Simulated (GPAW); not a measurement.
Worked example: self-consistent single point of MnFeGe (P6_3/mmc, 6 atoms in the cell) in GPAW.

Level of theory: vdW-DF-cx, GPAW PAW datasets PBE (gpaw-data 1.0.1) (plane waves; GPAW).

```yaml
crystal:
  lattice:
    - [4.10079, 0.00000, 0.00000]
    - [-2.05039, 3.55139, 0.00000]
    - [0.00000, 0.00000, 5.04690]
  atoms:
    - { symbol: Mn, position: [0.00000, 0.00000, 0.00000], spin: 4.0 }
    - { symbol: Mn, position: [0.00000, 0.00000, 0.50000], spin: 4.0 }
    - { symbol: Fe, position: [0.33333, 0.66667, 0.75000], spin: 4.0 }
    - { symbol: Fe, position: [0.66667, 0.33333, 0.25000], spin: 4.0 }
    - { symbol: Ge, position: [0.33333, 0.66667, 0.25000] }
    - { symbol: Ge, position: [0.66667, 0.33333, 0.75000] }
```
(The spins are starting values, not results.)

Reference input (self-consistent single point, DFT LDA (Perdew-Wang 92), plane waves, GPAW PAW datasets LDA (gpaw-data 1.0.1)): spinpol = true; mode = pw; ecut = 850 eV; xc = LDA; kpts = 8 8 6; mesh shift (steps) = 0 0 0; occupations.name = methfessel-paxton; occupations.width = 0.1 eV; occupations.order = 1; nbands = -12; symmetry.symmorphic = false; symmetry.tolerance = 0.0005. This run's input differs from it in these lines:

```diff
@@ -20,3 +20,3 @@
             mode={'name': 'pw', 'ecut': 850},
-            xc='LDA',
+            xc={'name': 'vdW-DF-cx', 'backend': 'libvdwxc'},
             kpts={'size': (8, 8, 6), 'gamma': True},
```

Its files differ too (potentials: GPAW PAW datasets PBE (gpaw-data 1.0.1)).

Log, with long lists cut:

```
     iter     time        total  log10-change:  magmom
                         energy   eigst   dens
iter:   1 --:--:--    77.082642                   +16.0318
iter:   2 --:--:--    75.714984   -0.75  -1.46    +12.4082
iter:   3 --:--:--    75.004302   -1.49  -1.47    +8.1546
iter:   4 --:--:--    73.105457   -1.47  -1.48    +7.6704
iter:   5 --:--:--    74.384174   -2.00  -1.42    +7.7836
iter:   6 --:--:--    74.987303   -1.91  -1.58    +7.7568
iter:   7 --:--:--    75.102035   -2.20  -1.69    +7.4555
iter:   8 --:--:--    75.093322   -3.30  -2.22    +7.4157
iter:   9 --:--:--    75.103310c  -4.14  -2.20    +7.3964
   [... lines left out ...]
iter:  33 --:--:--    75.050364c  -6.03  -3.60    +5.5427
iter:  34 --:--:--    75.050350c  -5.48  -3.47    +5.5720
iter:  35 --:--:--    75.050343c  -6.76  -3.42    +5.5758
iter:  36 --:--:--    75.050356c  -6.96  -3.40    +5.5774
iter:  37 --:--:--    75.050349c  -8.24c -3.37    +5.5775
iter:  38 --:--:--    75.050455c  -5.84  -3.36    +5.5779
iter:  39 --:--:--    75.050454c  -6.66  -3.73    +5.5778
iter:  40 --:--:--    75.050460c  -7.09  -3.75    +5.5787
iter:  41 --:--:--    75.050460c  -7.40c -3.85    +5.5770
iter:  42 --:--:--    75.050458c  -6.62  -3.89    +5.5762
iter:  43 --:--:--    75.050456c  -7.42c -4.11c   +5.5750
Converged after 43 iterations.

Dipole moment: (0.000000, -0.000000, -0.000000) |e|*Ang

Total magnetic moment: (0.000000, 0.000000, 5.574987)
Local magnetic moments:
   0 Mn ( 0.000000,  0.000000,  2.309455)
   1 Mn ( 0.000000,  0.000000,  2.309455)
   2 Fe ( 0.000000,  0.000000,  0.451139)
   3 Fe ( 0.000000,  0.000000,  0.451139)
   4 Ge ( 0.000000,  0.000000, -0.041164)
   5 Ge ( 0.000000,  0.000000, -0.041164)

Energy contributions relative to reference atoms: (reference = -246462.361050)

Kinetic:        +62.983372
Potential:      -51.175272
External:        +0.000000
XC:             +62.812134
Entropy (-ST):   +0.001063
Local:           +0.429513
SIC:             +0.000000
--------------------------
Free energy:    +75.050811
Extrapolated:   +75.050456

Non-local vdW-DF-cx correlation energy: 1.242989
   [... lines left out ...]
Fermi level: 10.64178
No gap
   [... lines left out ...]
  0 Mn    0.00000    0.00000    0.00000
  1 Mn   -0.00000   -0.00000    0.00000
  2 Fe   -0.00000    0.00000    0.00000
  3 Fe   -0.00000    0.00000    0.00000
  4 Ge    0.00000   -0.00000    0.00000
  5 Ge   -0.00000    0.00000    0.00000

Stress tensor:
     0.010311    -0.000000     0.000000
    -0.000000     0.010311     0.000000
     0.000000     0.000000     0.013910
Stress (GPa, Voigt): [ 1.652   1.652   2.2287  0.      0.     -0.    ]
```

The run converged in 43 iterations. GPAW prints stress with tension positive. Against the reference run the pressure goes from -14.85 to -1.84 GPa and the size of the net moment moves little (0.91 to 0.93 μB/atom).

The starting cell comes from a database of computed structures (which also holds hypothetical and non-ambient phases and stackings), without a prior relaxation at this level. The magnetic order is the one reached from the typed start; others were not searched systematically.

Cost on one core of a shared machine: roughly 10 min.
